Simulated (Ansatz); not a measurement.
Consider the formation energy of MoTe2 (P6₃/mmc) from the elements. Reaction: 2 Te (P3₁21) + Mo (bcc) → MoTe2 (P6₃/mmc). Negative: the products are lower in energy. The value is per atom of the solid.

MoTe2 (P6₃/mmc), 6 atoms in the cell; spin state with PBE: run without spin, k-point mesh 12×12×4 on the run's own vectors.
```yaml
crystal:
  lattice:
    - [3.49675, 0.00000, 0.00000]
    - [-1.74838, 3.02828, 0.00000]
    - [0.00000, 0.00000, 13.69999]
  atoms:
    - { symbol: Te, position: [0.33333, 0.66667, 0.61737] }
    - { symbol: Te, position: [0.66667, 0.33333, 0.38263] }
    - { symbol: Te, position: [0.66667, 0.33333, 0.11737] }
    - { symbol: Te, position: [0.33333, 0.66667, 0.88263] }
    - { symbol: Mo, position: [0.33333, 0.66667, 0.25000] }
    - { symbol: Mo, position: [0.66667, 0.33333, 0.75000] }
```

Te (P3₁21), 3 atoms in the cell, k-point mesh 12×12×6 on the run's own vectors. Conventional cell: a = 4.317 Å, b = 4.317 Å, c = 5.967 Å, α = 90.00°, β = 90.00°, γ = 120.00°.

Mo (bcc, Im-3m), 1 atom in the cell; spin state with PBE: run without spin, k-point mesh 26×26×26 on the run's own vectors. Conventional cell: a = 3.1308 Å, b = 3.1308 Å, c = 3.1308 Å, α = 90.00°, β = 90.00°, γ = 90.00°.

Computed with Ansatz (plane waves, PAW), its PAW set soft_1, cutoff 420 eV, 500 eV for r2SCAN. The structures are at rest with PBE+D3(BJ); other levels are single points on them. HSE06 runs on coarser k-point meshes, mended by the PBE difference between the two meshes. Some cells are metallic or hold partly filled levels, where a hybrid on a coarse mesh is less sure. Neutral cells; Fermi-Dirac smearing of at most 0.10 eV in the solids, energies taken to zero width. The lattices are those relaxed with PBE+D3(BJ), so at other levels the solids can be strained, which adds to the spread. A dispersion term (D3(BJ), or D4 for r2SCAN) was computed beside these levels and is taken off wherever the name lacks it. No zero-point or thermal terms. No structure search was made; lower ones may exist. Spin-orbit coupling is left out. No Hubbard U is applied.

### Question
Estimate the value that PBE returns for this input.

### Answer
-0.26 eV/atom, for 2 Te (P3₁21) + Mo (bcc) → MoTe2 (P6₃/mmc).

### Question
What do the other levels give, and how wide is the spread?

### Answer
```tsv
Functional	value (eV/atom)	less PBE
PBE+D3(BJ)	-0.26	0.00
r2SCAN	-0.30	-0.04
HSE06	-0.34	-0.08
```

The levels shown span 0.08 eV/atom, from HSE06 (-0.34) to PBE (-0.26).

Ansatz is a quantum-chemistry and plane-wave program.
